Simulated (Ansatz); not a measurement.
# Ti3Al: element substitutions

Start from Ti₃Al (space group P6_3/mmc, No. 194).

```
CELL_PARAMETERS angstrom
      5.68760     0.00000     0.00000
     -2.84380     4.92561     0.00000
      0.00000     0.00000     4.60837
ATOMIC_POSITIONS crystal
  Ti 0.83032 0.66064 0.25000
  Ti 0.16968 0.83032 0.75000
  Ti 0.33936 0.16968 0.25000
  Ti 0.16968 0.33936 0.75000
  Ti 0.83032 0.16968 0.25000
  Ti 0.66064 0.83032 0.75000
  Al 0.33333 0.66667 0.25000
  Al 0.66667 0.33333 0.75000
```

Each row replaces one element on all its sites; cell and atoms are relaxed.

Levels (all Ansatz, a first-principles code, PAW): PBEsol (420 eV, no spin-orbit coupling); r2SCAN (500 eV, no spin-orbit coupling).

Pressures by level, all at the geometries relaxed with PBEsol:

```json
[
 {"case": "base", "PBEsol": "0.0 GPa", "r2SCAN": "3.3 GPa"},
 {"case": "Al → P", "PBEsol": "0.0 GPa", "r2SCAN": "4.2 GPa"},
 {"case": "Al → Y", "PBEsol": "0.0 GPa", "r2SCAN": "3.7 GPa"},
 {"case": "Al → Na", "PBEsol": "0.0 GPa", "r2SCAN": "2.6 GPa"}
]
```

Single points use the geometry relaxed with PBEsol. Their cutoffs differ, which shifts pressures a little. No phonon test of stability was made. As relaxed here, Ti3P, YTi3 and NaTi3 are hypothetical phases, not in the database extracts checked. The final runs are not spin-polarised. Ti3P and NaTi3 have a high density of states at the Fermi level and may be magnetic at this level.
